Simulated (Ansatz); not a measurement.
# ZrSi in the rock salt structure (space group Fm-3m, No. 225; a hypothetical phase, not in the database extracts checked)

```cif
data_SiZr
_chemical_formula_sum 'Si1 Zr1'
_space_group_name_H-M_alt 'P 1'
_space_group_IT_number 1
_cell_length_a 3.77721
_cell_length_b 3.77721
_cell_length_c 3.77721
_cell_angle_alpha 60.000
_cell_angle_beta 60.000
_cell_angle_gamma 60.000
loop_
_space_group_symop_operation_xyz
  'x, y, z'
loop_
_atom_site_label
_atom_site_type_symbol
_atom_site_fract_x
_atom_site_fract_y
_atom_site_fract_z
_atom_site_occupancy
Si1 Si 0.00000 0.00000 0.00000 1
Zr1 Zr 0.50000 0.50000 0.50000 1
```

All numbers come from plane-wave PAW DFT at the PBEsol level (Ansatz, a first-principles code, 420 eV), no spin-orbit coupling, earlier PAW set. k-mesh 15×15×15 (Γ-centred); smearing 0.05 eV (Fermi–Dirac).

| Property | Value |
|---|---|
| Volume per atom | 19.05 Å³ |
| Density | 5.20 g/cm³ |
| Band gap | zero |
| Total energy | -2375.823 eV/atom (σ→0; compares only within this code and set-up) |

No phonon test of stability was made. The final runs are not spin-polarised.
